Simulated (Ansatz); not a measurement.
Take Hf in the hcp (Mg type) structure (space group P6_3/mmc, No. 194; a = 3.198 Å, c = 5.049 Å; relaxed with 0.1 eV smearing) as the base. Axes: x lies along a and z along c of the hexagonal cell.

All numbers come from r2SCAN (Ansatz, an electronic-structure program; PAW; 500 eV plane waves; no spin-orbit coupling).

It is then changed as follows: uniaxial strain ε_zz = +2.00 %, all other strain components held at zero, atoms relaxed at fixed cell.

**Question.** Predict the stress tensor and what it implies for the stiffness.

**Answer.** Stress of the strained cell less that of the base (GPa, compression positive):
```
   -1.2     0.0     0.0
    0.0    -1.2     0.0
    0.0     0.0    -3.9
```

Then −Δσ_ii/ε with ε = 0.0200 gives secant stiffness values (nonlinear terms included at this strain): C33 ≈ 195 GPa, C13 ≈ 62 GPa and C23 ≈ 62 GPa.

As a check, the harmonic strain energy −½ V₀ Δσ:ε is 5.4 meV/atom; the computed energy rise is 5.5 meV/atom.

Stability against distortions was not tested. The final runs are not spin-polarised.
